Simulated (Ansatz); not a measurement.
Base system: Rb3P (space group Fm-3m, No. 225; a model cell, its experimental status unchecked).

```xyz
4
Lattice="0.0000 4.1063 4.1063 4.1063 0.0000 4.1063 4.1063 4.1063 0.0000" Properties=species:S:1:pos:R:3 pbc="T T T"
P      0.0000     0.0000     0.0000
Rb     4.1063     4.1063     4.1063
Rb     2.0532     2.0532     2.0532
Rb     6.1595     6.1595     6.1595
```

Cartesian axes are those of the cell as printed.

Calculations: PBEsol in Ansatz (plane waves to 420 eV, PAW, spin-orbit coupling left out).

For the base:

| Item | Value |
|---|---|
| Electron mass | 0.14 mₑ (at Γ) |
| Band gap | 0.59 eV |

Modification: strain tensor (xx, yy, zz, yz, xz, xy) = (+0.35, +0.10, −0.63, −0.51, −0.54, +0.56) %; the atoms relax in the strained cell.

Predict the new energy relative to the base.

The energy goes up by 0.5 meV/atom.

Predict the new electron mass.

The electron mass stays 0.14 mₑ (at Γ).

What happens to the band gap?

The band gap stays essentially unchanged (0.59 eV against 0.58 eV).

Effective masses come from finite differences of ±0.01 Å⁻¹. No phonon test of stability was made.

Ansatz is a program for electronic structure.
